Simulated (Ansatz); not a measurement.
Reference: Ag (Fm-3m), PBEsol, DFPT electron-phonon coupling, linearised Boltzmann equation (plane waves, PAW, scalar-relativistic; Ansatz, a program for electronic structure); axes and stresses refer to this cell.

```yaml
crystal:
  lattice:
    - [0.00000, 2.02663, 2.02663]
    - [2.02663, 0.00000, 2.02663]
    - [2.02663, 2.02663, 0.00000]
  atoms:
    - { symbol: Ag, position: [0.00000, 0.00000, 0.00000] }
```

logarithmic mean phonon energy: 12.7 meV
mean free path at 300 K: 52 nm
resistivity at 300 K: 1.64 μΩ·cm

**Question.** Change: functional LDA. What happens to logarithmic mean phonon energy, mean free path at 300 K, resistivity at 300 K?

**Answer.** logarithmic mean phonon energy rises to 13.1 meV; mean free path at 300 K moves little, to 54 nm; resistivity at 300 K drops to 1.56 μΩ·cm.

**Question.** Change: hydrostatic pressure -4 GPa. What happens to logarithmic mean phonon energy, mean free path at 300 K, resistivity at 300 K?

**Answer.** logarithmic mean phonon energy decreases to 11.8 meV; mean free path at 300 K falls to 46 nm; resistivity at 300 K increases to 1.92 μΩ·cm.

**Question.** Change: hydrostatic pressure 30 GPa. What happens to logarithmic mean phonon energy, mean free path at 300 K, resistivity at 300 K?

**Answer.** logarithmic mean phonon energy rises to 16.5 meV; mean free path at 300 K rises to 77 nm; resistivity at 300 K falls to 1.02 μΩ·cm.

**Question.** Change: hydrostatic pressure 5 GPa. What happens to logarithmic mean phonon energy, mean free path at 300 K, resistivity at 300 K?

**Answer.** logarithmic mean phonon energy increases to 13.6 meV; mean free path at 300 K grows to 59 nm; resistivity at 300 K drops to 1.43 μΩ·cm.

Metals; harmonic phonons alone scatter; means over directions. The mean free path is weighted by the current that each state carries. Halving the electron mesh moves these values by up to 4 %; q meshes are mostly untested. Spin-orbit coupling is left out unless a row names it. Stresses and pressures are the targets of the relaxation.  The structure type is held under load, also where the real crystal would transform.
